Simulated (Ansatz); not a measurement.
**PdTe (model structure, within 0.1 Å of Pm-3m, No. 221, 2 atoms in the cell): properties by level of theory**

```tsv
level (code)	bulk modulus (GPa)	cohesive energy (eV/atom)
LDA (Ansatz)	132	4.29
PBEsol (Ansatz)	123	3.77
r²SCAN (Ansatz)	106	3.22
```

Caveats: the bulk modulus is −V dP/dV from two relaxed cells at ±2 % in volume (LDA, PBEsol, r²SCAN). Ansatz's density-functional and Hartree–Fock values are scalar-relativistic unless marked +SOC, with PAW data made under PBE.

Unless a cell is named, each level is at its own relaxed cell (LDA 19.06, PBEsol 19.51, r²SCAN 20.33 Å³/atom).

Free atoms are spin-polarised, in the lowest state found; at levels without +SOC their spin–orbit coupling is left out.

Computed values are for the static lattice.

A model structure was made by putting elements into a prototype or built by hand; it is no filed structure, need not be a known phase, and can be a saddle point held by its symmetry.

Ansatz is a quantum-chemistry and plane-wave program.
